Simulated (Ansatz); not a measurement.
## Hypothetical P6_422 BP: strain tensor (xx, yy, zz, yz, xz, xy) = (+0.69, +0.37, −1.52, +0.03, +0.80, +1.30) %

The reference is BP (space group P6_422, No. 181; a = 3.260 Å, c = 6.940 Å; a hypothetical phase, not in the database extracts checked). Axes: x lies along a and z along c of the hexagonal cell.

Now apply this change: strain tensor (xx, yy, zz, yz, xz, xy) = (+0.69, +0.37, −1.52, +0.03, +0.80, +1.30) %, atoms relaxed at fixed cell.

The values are results of plane-wave PAW DFT at the PBEsol level (Ansatz, a quantum-chemistry and plane-wave program, 420 eV), without spin-orbit coupling, not measurements. k-mesh 12×12×5 (Γ-centred); smearing 0.05 eV (Fermi–Dirac).

```csv
quantity,base,changed,shift
space group,P6_422 (No. 181),P1 (No. 1),–
energy relative to the base (free energy F),0 meV/atom,+9.2 meV/atom,+9.2 meV/atom
"pressure (mean of the normal stresses, compression positive)",0.0 GPa,0.9 GPa,+0.9 GPa
band gap,zero,zero,–
"stress (xx, yy, zz, yz, xz, xy; compression positive) (rough)",–,"(-1.9, -0.6, 5.3, 0.0, -3.4, -5.0) GPa",–
```

Final structure:

```xyz
6
Lattice="3.2822 0.0424 0.0261 -1.6044 2.8122 -0.0123 0.0555 0.0017 6.8348" Properties=species:S:1:pos:R:3 pbc="T T T"
B     -0.7873     1.4085     2.2740
B      0.8796     1.4307     4.5665
B      1.6412     0.0169     0.0081
P     -0.7579     1.4089     5.6904
P      0.8497     1.4284     1.1472
P      1.6692     0.0201     3.4285
```

Cost of the whole job for the changed cell (relaxation, final SCF and bands): about 90 core-seconds (a rough figure).

The mesh was chosen for an insulator and is coarse for the gapless case. Without a gap, meshes like the base's 12×12×5 leave anisotropic stresses uncertain by several tenths of a GPa, and small strain energies with them. No phonon test of stability was made. The base started in P3_121 and relaxed to P6_422 at this level. The final runs are not spin-polarised. The zero or small gap of BP can change with the level of theory.
